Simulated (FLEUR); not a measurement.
Band structure of C (P6_3/mmc, 4 atoms in the cell).

```
C
1.0
    1.23000    -2.13042     0.00000
    1.23000     2.13042     0.00000
    0.00000     0.00000     6.71000
C
4
Direct
  0.00000   0.00000   0.25000
  0.00000   0.00000   0.75000
  0.33333   0.66667   0.25000
  0.66667   0.33333   0.75000
```

Computed with PBE, all-electron FLAPW (FLEUR), scalar-relativistic valence in FLEUR.

Settings: Kmax = 4.7 1/bohr; GmaxXC = 18.8 1/bohr; xcFunctional = pbe; jspins = 1; l_soc = F; mode = hist; fermiSmearingEnergy = 0.00499791 Htr; mesh (inpgen div1-3) = 15 15 5; inpgen gamma flag = false; Gmax = 18.8 1/bohr; numbands = 0; maxIterBroyd = 40; imix = Anderson; alpha = 0.05.

The starting cell has typed, rounded lattice constants, without a prior relaxation at this level. Values depend on the basis (sphere radii, cutoffs, local orbitals), which need not be converged.

Levels in eV from the Fermi level, bands 5 to 12:
```tsv
point	5	6	7	8	9	10	11	12
Γ	-3.05	-3.05	-3.02	-3.02	4.25	8.43	8.43	8.48
M	-6.47	-6.40	-2.78	-2.10	1.51	2.20	7.24	7.64
K	-10.61	-10.61	-0.63	-0.02	-0.02	0.70	11.14	11.14
A	-3.05	-3.05	-3.05	-3.05	6.90	6.90	8.44	8.44
L	-6.44	-6.44	-2.38	-2.38	1.66	1.66	7.44	7.44
H	-10.62	-10.62	0.00	0.00	0.02	0.02	10.18	10.18
```
